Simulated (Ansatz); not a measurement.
## Nb3Au (Cmmm): resistivity and electron-phonon coupling

Here is the system:

```
AuNb3
1.0
    1.70901    -2.17701     0.00000
    1.70901     2.17701     0.00000
    0.00000     0.00000     9.26723
Nb Au
3 1
Direct
  0.50000   0.50000   0.75158
  0.50000   0.50000   0.24842
  0.00000   0.00000   0.50000
  0.00000   0.00000   0.00000
```

The numbers are results of PBEsol, DFPT electron-phonon coupling, linearised Boltzmann equation (plane waves, PAW, scalar-relativistic; Ansatz, an electronic-structure program), not measurements. Cell: relaxed with this functional, without spin-orbit coupling.

```json
{
  "resistivity at 300 K": "12.4 (x), 14.8 (y), 23 (z) μΩ·cm",
  "resistivity at 77 K": "1.62 (x), 1.84 (y), 3.2 (z) μΩ·cm",
  "electron mean free path at 300 K (weighted by the current that each state carries)": "6.3 (x), 6.5 (y), 7.9 (z) nm",
  "electron-phonon coupling λ": "0.46",
  "transport coupling λ_tr": "0.47 (x), 0.51 (y), 0.42 (z)",
  "logarithmic_mean_phonon_energy": "16.5 meV",
  "density of states at the Fermi level": "1.36 states/(eV·spin·cell)",
  "drude_plasma_energy": "6.4 (x), 6.1 (y), 4.5 (z) eV"
}
```

A metal at this level (no band gap). Only scattering by harmonic phonons is included (no impurities, grain boundaries, electron-electron scattering or thermal expansion). Spin-orbit coupling is left out, which matters with elements this heavy. The self-energy correction of the phonons between q points moved λ by about 2 %. Halving the electron mesh (32x32x12) moves the resistivity by up to 6 % at 300 K, the mean free path by up to 5 %, the coupling by up to 3 %. Smearing 0.20 eV; phonons on a 5x5x2 q mesh, which this run doesn't test and which matters most at low temperature.

Computed structure with no diffraction record at hand here (it may be known, metastable or hypothetical): Nb3Au (Cmmm).
